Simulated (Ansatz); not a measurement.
## Habitual settings against a tight run: a (110) slab of Mg2Zn (cut from a parent of space group no. 63; 18 atoms in the cell)

Self-consistent single point.

```
Mg2Zn
1.0
    4.90378     0.00000     0.00000
    0.00000     7.74229     0.00000
    0.00000     0.00000    20.69490
Mg Zn
12 6
Cartesian
  3.67784   4.79548   7.03751
  1.22595   6.55950   7.40989
  3.67784   1.86658   8.05371
  1.22595   1.74611   6.39371
  3.67784   4.10722  10.16120
  1.22595   5.87123  10.53360
  3.67784   1.17831  11.17740
  1.22595   1.05784   9.51750
  3.67784   3.41895  13.28501
  1.22595   5.18297  13.65739
  3.67784   0.49005  14.30111
  1.22595   0.36958  12.64119
  3.67784   7.62348   6.00001
  1.22595   3.73151   8.44741
  3.67784   6.93521   9.12370
  1.22595   3.04325  11.57110
  3.67784   6.24694  12.24749
  1.22595   2.35498  14.69489
```

Method of the run: LDA (PW92), PAW files made with PBE (plane waves; Ansatz, a quantum-chemistry and plane-wave program).

Base settings: basis.ecutwfc = 420 eV; kpoints.mp_grid.grid = 6 4 1; hamiltonian.xc = lda; hamiltonian.pseudopotentials = {kind: paw} (the program's default PAW files); scf.occupations.method = fermi_dirac; scf.occupations.width = 0.1 eV.

Tight run (finer mesh or higher cutoff; not a proven limit): basis.ecutwfc: 420 eV → 590 eV; kpoints.mp_grid.grid: 6 4 1 → 9 6 1; scf.convergence.dr2_threshold: default (1e-07 eV) → 1e-09 eV. It gave Fermi level (on the code's own zero) 1.10 eV; pressure averaged over the cell with its vacuum -2.17 GPa; largest force (vector length) 0.769 eV/Å.

Quick runs, as changes from the base:
- A: the base itself
- B: basis.ecutwfc: 420 eV → 335 eV; kpoints.mp_grid.grid: 6 4 1 → 6 6 1; scf.convergence.dr2_threshold: default (1e-07 eV) → 0.001 eV
- C: basis.ecutwfc: 420 eV → 250 eV; kpoints.mp_grid.grid: 6 4 1 → 6 6 1
- D: basis.ecutwfc: 420 eV → 295 eV; kpoints.mp_grid.grid: 6 4 1 → 4 4 1

Energies are extrapolated to zero smearing width, which holds to low order in the width alone.

The count of work is k-points × plane waves × bands × iterations; it is no time. Core times come from one kind of shared machine and are given to one figure; runs under 30 s give none.

The starting cell comes from a database of computed structures (which also holds hypothetical and non-ambient phases and stackings), without a prior relaxation at this level. The slab is cut from that crystal, and its faces are unrelaxed. Its lattice was rescaled in the plane by a random factor within 2.5 % of one.

| run | energy less tight (meV/atom) | largest miss in a force vector (eV/Å) | count of work / tight | core time / tight (rough) |
|---|---|---|---|---|
| A | -0.5 | 0.051 | 0.33 | 0.3 |
| B | 7.4 | 0.042 | 0.16 | 0.3 |
| C | 537.1 | 0.068 | 0.20 | 0.2 |
| D | 75.5 | 0.058 | 0.14 | 0.1 |

Among the runs at the tight run's level, the energy misses run from 0.5 to 537.1 meV/atom.

Left out of this page: 2 runs of the series outside the window shown, repeating another row's setting, or not comparable.

Keys are those of Ansatz 0.2.
